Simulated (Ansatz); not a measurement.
## CdSe: response to strain

Start from CdSe in the zinc blende structure (space group F-43m, No. 216; a = 6.1332 Å). Axes: x, y, z lie along the cube axes.

Strains are applied to the cell and any free atomic positions relax; under biaxial strain the out-of-plane vector relaxes too.

Method: Ansatz (a first-principles code) r2SCAN, without spin-orbit coupling.

Notes on the quantities. energy relative to the base: free energy F; in-plane stress: mean in-plane stress (compression positive).

| case | band gap | energy relative to the base | out-of-plane strain | in-plane stress | electron mass |
|---|---|---|---|---|---|
| base | 1.04 eV | 0 meV/atom | – | – | 0.093 mₑ (at Γ) |
| biaxial strain −3.00 %, plane normal [001], relaxed out of plane | 0.98 eV | +7.3 meV/atom | +4.24 % | +1.4 GPa | 0.100 mₑ out of plane, 0.091 mₑ in plane (at Γ) |
| biaxial strain −2.50 %, plane normal [001], relaxed out of plane | 1.00 eV | +5.0 meV/atom | +3.55 % | +1.1 GPa | 0.099 mₑ out of plane, 0.091 mₑ in plane (at Γ) |
| biaxial strain −2.00 %, plane normal [001], relaxed out of plane | 1.01 eV | +3.2 meV/atom | +2.85 % | +0.9 GPa | 0.098 mₑ out of plane, 0.092 mₑ in plane (at Γ) |
| biaxial strain −1.50 %, plane normal [001], relaxed out of plane | 1.02 eV | ? | ? | ? | – |
| biaxial strain −1.00 %, plane normal [001], relaxed out of plane | 1.02 eV | +0.8 meV/atom | +1.45 % | +0.4 GPa | 0.094 mₑ (at Γ) |
| biaxial strain −0.50 %, plane normal [001], relaxed out of plane | 1.03 eV | +0.2 meV/atom | +0.73 % | +0.2 GPa | 0.093 mₑ (at Γ) |

### Question
Fill in the withheld entries from the trend.

### Answer

- biaxial strain −1.50 %, plane normal [001], relaxed out of plane, energy relative to the base: +1.8 meV/atom
- biaxial strain −1.50 %, plane normal [001], relaxed out of plane, out-of-plane strain: +2.15 %
- biaxial strain −1.50 %, plane normal [001], relaxed out of plane, in-plane stress: +0.7 GPa

Masses are band curvatures over ±0.01 Å⁻¹ around the edge. Gaps are read on the SCF mesh and a high-symmetry path. Stability against distortions was not tested.
